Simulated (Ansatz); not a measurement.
Where the default PAW files enter, the runs use the earlier of Ansatz's two default sets.

The decay constant κ of evanescent states in the gap governs leakage through a thin film.

Input:

```xyz
5
Lattice="4.0094 0.0000 0.0000 0.0000 6.2342 0.0000 2.0047 0.0000 3.4722" Properties=species:S:1:pos:R:3 pbc="T T T"
La     4.0094     1.5351     2.3148
La     2.0047     4.6991     1.1574
O      4.0094     4.0266     2.3148
O      2.0047     2.2076     1.1574
O      0.0000     0.0000     0.0000
```

Space group of this cell: P-3m1. The cell is strained (all lengths scaled by 1.02); by r2SCAN its mean pressure is -6.8 GPa.

Transport runs along the normal of the first two printed cell vectors, the (100) plane of the conventional cell.

The gap is the functional's own. No spin-orbit coupling. Mid-gap values are interpolated on the energy grid.

Problem. Predict the band gap and the smallest decay constant κ at mid-gap from r2SCAN in Ansatz (a program for electronic structure).

Solution. Gap 4.19 eV on a 10×6×10 mesh; κ = 0.400 1/Å, at the zone centre.
